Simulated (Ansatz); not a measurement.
SiO2 under a change: P on a Si site, symmetric start

Start from a 9-atom supercell of SiO2 (space group P3_121, No. 152; a = 4.9213 Å, c = 5.4171 Å) at its relaxed geometry.

One thing is altered: a neutral P on a Si site, symmetric start, atoms relaxed at fixed cell.

The values are results of DFT with r2SCAN, PAW potentials and a 500 eV plane-wave cutoff in Ansatz (a first-principles code), scalar-relativistic without spin-orbit coupling, not measurements. k-mesh 7×7×7 (Γ-centred); smearing 0.01 eV (Fermi–Dirac).

- Pressure = -2.9 GPa (base 0.0 GPa)
- Energy gained by relaxation = 1.62 eV
- Largest displacement of a host atom from its site in the perfect cell = 0.68 Å
- Mean distance from the defect site to its nearest host atoms = 1.64 Å (base 1.61 Å)

Final structure:

```yaml
crystal:
  lattice:
    - [4.92134, 0.00000, 0.00000]
    - [-2.46067, 4.26201, 0.00000]
    - [-2.46067, -4.26201, 5.41708]
  atoms:
    - { symbol: P, position: [0.28002, 0.83333, 0.83333] }
    - { symbol: Si, position: [0.14319, 0.61445, 0.16890] }
    - { symbol: Si, position: [0.02650, 0.05221, 0.49777] }
    - { symbol: O, position: [0.28795, 0.08026, 0.72110] }
    - { symbol: O, position: [0.75149, 0.16402, 0.05325] }
    - { symbol: O, position: [0.10431, 0.91848, 0.30009] }
    - { symbol: O, position: [0.15326, 0.58641, 0.94557] }
    - { symbol: O, position: [0.55240, 0.74819, 0.36657] }
    - { symbol: O, position: [0.20089, 0.50265, 0.61342] }
```

Cost of the whole job for the changed cell (relaxation, final SCF and bands): roughly 40 core-minutes.

Other magnetic orders, which the real material may have, were not ruled out. The cell is small, so the values are those of an ordered compound at a high defect concentration; dilute-limit values will differ. The defect started on the symmetric site and kept its symmetry, so it may sit on a saddle. The defect cell is spin-polarised and ends with 1.0 μB.
